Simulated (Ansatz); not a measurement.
## What holes 7.0×10^20 cm⁻³ does to C

The parent structure is C in the diamond structure (space group Fd-3m, No. 227; a = 3.572 Å).

Now apply this change: 0.00797 holes added to each cell, a density of 7.0×10^20 cm⁻³, with a uniform compensating background at fixed cell and a 300 K Fermi–Dirac width.

Computed with PBE (Ansatz, a quantum-chemistry and plane-wave program), no spin-orbit coupling, earlier PAW set. k-mesh 36×36×36 (Γ-centred); smearing 0.0259 eV (Fermi–Dirac).

The gap between the host's bands stays 4.13 eV and the gap character is still indirect, Γ → a point along ⟨100⟩, about 1.3 Å⁻¹ from Γ. The Fermi level relative to the doped band's edge (positive inside the band; to 0.05 eV) amounts to +0.20 eV.

Charged cell with a jellium background: band edges are those of the host's band count, energies are not comparable with the neutral cell, and many-body gap narrowing is missing. Stability against distortions was not tested.
